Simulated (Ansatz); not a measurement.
Electron-phonon data for Ba₃Sr (Fm-3m)

Input:

```
CELL_PARAMETERS angstrom
      0.00000     4.83207     4.83207
      4.83207     0.00000     4.83207
      4.83207     4.83207     0.00000
ATOMIC_POSITIONS crystal
  Ba 0.25000 0.25000 0.25000
  Ba 0.75000 0.75000 0.75000
  Ba 0.50000 0.50000 0.50000
  Sr 0.00000 0.00000 0.00000
```

All values below come from PBEsol, DFPT electron-phonon coupling, linearised Boltzmann equation (plane waves, PAW, scalar-relativistic; Ansatz, a program for electronic structure). Geometry: relaxed with this functional, without spin-orbit coupling.

The resistivity at 300 K is 50 μΩ·cm and the electron mean free path at 300 K (weighted by the current that each state carries) is 7.4 nm.

A metal at this level (no band gap). Only scattering by harmonic phonons is included (no impurities, grain boundaries, electron-electron scattering or thermal expansion). Spin-orbit coupling is left out. Halving the electron mesh (16x16x16) moves the resistivity by up to 1 % at 300 K, the mean free path by up to 9 %. Smearing 0.20 eV; phonons on a 3x3x3 q mesh, which this run doesn't test and which matters most at low temperature.

Computed structure with no diffraction record at hand here (it may be known, metastable or hypothetical): Ba3Sr (Fm-3m).
